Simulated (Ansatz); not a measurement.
The parent structure is BN in the wurtzite structure (space group P6_3mc, No. 186; a = 2.5410 Å, c = 4.2033 Å). Axes: x lies along a and z along c of the hexagonal cell.

Structures relaxed with DFT with PBEsol, PAW potentials and a 420 eV plane-wave cutoff in Ansatz (a quantum-chemistry and plane-wave program), spin-orbit coupling left out.

Base:

Simulated powder pattern, Mo Kα, λ = 0.71073 Å (kinematic, ideal powder, no thermal factors, no anomalous dispersion; the 10 strongest lines at most, above 2 %, up to 2θ = 40°):

```tsv
2θ (°)	I/Imax (%)	hkl
18.59	100	(100)
19.47	60	(002)
21.01	77	(101)
27.04	25	(102)
32.49	49	(110)
35.00	48	(103)
37.69	7.1	(200)
38.15	27	(112)
39.01	6.1	(201)
```

After one change:

Simulated powder pattern, Mo Kα, λ = 0.71073 Å (kinematic, ideal powder, no thermal factors, no anomalous dispersion; the 10 strongest lines at most, above 2 %, up to 2θ = 40°):

```tsv
2θ (°)	I/Imax (%)
18.59	100
19.24	62
20.95	78
26.87	26
32.49	49
34.69	49
37.69	7.1
38.03	28
38.98	6.1
```

### Question
Which of these changes matches the shifts?
A. uniaxial strain ε_zz = +1.20 %
B. uniaxial strain ε_zz = +1.80 %
C. uniaxial strain ε_zz = +0.60 %
D. uniaxial strain ε_zz = +2.40 %

### Answer
A, uniaxial strain ε_zz = +1.20 %. Its volume per atom is 5.95 Å³ against 5.88 Å³, and its space group is P6_3mc (No. 186).

Stability against distortions was not tested.
